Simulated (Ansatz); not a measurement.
Bond-angle distributions (per cent of the angles at each element, bins of 10°) of a relaxed model of amorphous Zn48O30N12 at 5.20 g/cm³. Method: PBE, scalar-relativistic without spin-orbit coupling (plane waves to 420 eV, PAW; Ansatz, a program for electronic structure).

The cell was made by melting and quenching with the CHGNet potential and then relaxed with DFT. O and N atoms were pushed apart under 1.9 Å during the dynamics, to hinder bonds among them. The hot cell started wider than the set density and was brought back towards it in steps. It is the lowest in DFT energy of 4 quenches. It is a model cell: composition and starting density were chosen by hand, and all elements were melted together. No dispersion term was used. Its density started from a set value of 5.21 and ended at 5.20 g/cm³. The quench (nominally 400 K/ps over its main leg) was far faster than any real one, so the model tends to hold more defects than a real film. Values belong to this one cell and scatter from quench to quench. The volume was held where the preparation left it and the shape relaxed, at a PBE pressure of 1.3 GPa. Stress components on the final sampling reach 1.4 GPa. On a 2×2×2 Γ-centred mesh force components of up to 0.25 eV/Å stay, since the relaxation ran on the zone centre alone.

Neighbours within Zn-Zn 2.68 Å, Zn-O 2.48 Å, Zn-N 2.64 Å, O-O 1.58 Å, O-N 1.64 Å, N-N 1.70 Å count as bonded. Two cations that share two anions don't count as bonded, nor two that share one unless they lie closer than Zn-Zn 2.61 Å.

```
angle (°)  at Zn  at O  at N
---------  -----  ----  ----
50-60          1     0     2
60-70          0     0     0
70-80          0     3     4
80-90         12    12    12
90-100        16    16    15
100-110       18    24    27
110-120       21    18    19
120-130       16    15     9
130-140        7     7     3
140-150        3     3     2
150-160        2     1     3
160-170        1     1     2
170-180        1     0     0
```

They go with these counts of neighbours within the cut-offs, cation contacts included: Zn mean 3.7, most often 4; O mean 4.0, most often 4; N mean 4.4, most often 4.
